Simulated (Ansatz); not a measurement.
PbSe, response to strain

The parent structure is PbSe in the rock salt structure (space group Fm-3m, No. 225; a = 6.178 Å). Axes: x, y, z lie along the cube axes.

Strains are applied to the cell and any free atomic positions relax.

The values are results of r2SCAN (Ansatz, a program for electronic structure; PAW; 500 eV plane waves; no SOC), not measurements.

Notes on the quantities. energy relative to the base: free energy F; pressure: mean of the normal stresses, compression positive.

| variant | energy relative to the base | band gap | pressure | volume per atom |
|---|---|---|---|---|
| base | 0 meV/atom | 0.67 eV | -0.01 GPa | 29.48 Å³ |
| uniaxial strain ε_zz = −3.00 % | +12 meV/atom | 0.53 eV | 1.81 GPa | 28.59 Å³ |
| uniaxial strain ε_zz = −2.50 % | +8.2 meV/atom | (withheld) | 1.47 GPa | 28.74 Å³ |
| uniaxial strain ε_zz = −2.00 % | +5.1 meV/atom | 0.59 eV | 1.14 GPa | 28.89 Å³ |
| uniaxial strain ε_zz = −1.50 % | +2.8 meV/atom | 0.61 eV | 0.83 GPa | 29.03 Å³ |
| uniaxial strain ε_zz = −1.00 % | +1.2 meV/atom | (withheld) | 0.53 GPa | 29.18 Å³ |
| uniaxial strain ε_zz = −0.50 % | +0.3 meV/atom | 0.65 eV | 0.26 GPa | 29.33 Å³ |

Problem. Fill in the withheld entries from the trend.

Solution. 
- uniaxial strain ε_zz = −2.50 %, band gap: 0.56 eV
- uniaxial strain ε_zz = −1.00 %, band gap: 0.63 eV

Spin-orbit coupling, missing from the scalar runs, can matter with Pb. Whether these cells are dynamically stable was not tested.
